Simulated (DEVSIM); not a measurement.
**Schottky contact on n-type GaN**

Device: Schottky contact on n-type GaN, at 300 K.

```
layer (left to right)  material  thickness (μm)  Nd (cm⁻³)   τn (s)   τp (s)
---------------------  --------  --------------  ---------  -------  -------
1                           GaN            1.70       8e15  6.8e-10  6.8e-10
```

Left contact: Schottky, work function 5.16 eV, emission velocity 5.4e6 cm/s. Right contact: ohmic. Voltage is applied to the left contact. Recombination: SRH at mid-gap, Auger. Mobility is constant in doping.

This is a model device: material constants are rounded textbook-type values typed into the input, and sizes, dopings and lifetimes were drawn at random. Values at 300 K.

```
parameter         GaN
-------------  ------
gap (eV)         3.43
affinity (eV)     4.1
permittivity      9.5
Nc (cm⁻³)      2.3e18
Nv (cm⁻³)      4.6e19
μn (cm²/Vs)      1200
μp (cm²/Vs)       100
Cn (cm⁶/s)      1e-30
Cp (cm⁶/s)      1e-30
```

DEVSIM, 1D drift-diffusion, Boltzmann statistics, complete ionisation; no tunnelling, impact ionisation, image-force lowering or self-heating. Metal contacts follow the ideal Schottky-Mott rule: no Fermi-level pinning, no interface dipoles.

```json
{
  "potential_step_across_the_device_at_zero_bias": "0.914 V",
  "largest_field_in_the_device_at_zero_bias": "52000 V/cm",
  "Dark forward voltage at 1 A/cm²": "0.690 V",
  "Dark forward voltage at 100 A/cm²": "0.825 V"
}
```

Small-signal capacitance in reverse bias (quasi-static):

```csv
V (V),C (nF/cm²)
-0.04,24.1
-0.1,23.4
-0.2,22.3
-0.3,21.3
-0.4,20.5
-0.6,19.0
-0.8,17.9
-1,16.9
-1.3,15.7
-1.6,14.7
-2,13.7
```

Dark reverse current:

```json
[
 {"V (V)": "-0.04", "J (A/cm²)": "-2.2e-12"},
 {"V (V)": "-0.10", "J (A/cm²)": "-2.8e-12"},
 {"V (V)": "-0.20", "J (A/cm²)": "-2.9e-12"},
 {"V (V)": "-0.30", "J (A/cm²)": "-2.9e-12"},
 {"V (V)": "-0.40", "J (A/cm²)": "-2.9e-12"},
 {"V (V)": "-0.60", "J (A/cm²)": "-2.9e-12"},
 {"V (V)": "-0.80", "J (A/cm²)": "-2.9e-12"},
 {"V (V)": "-1.00", "J (A/cm²)": "-2.9e-12"},
 {"V (V)": "-1.30", "J (A/cm²)": "-2.9e-12"},
 {"V (V)": "-1.60", "J (A/cm²)": "-2.9e-12"},
 {"V (V)": "-2.00", "J (A/cm²)": "-3.0e-12"}
]
```
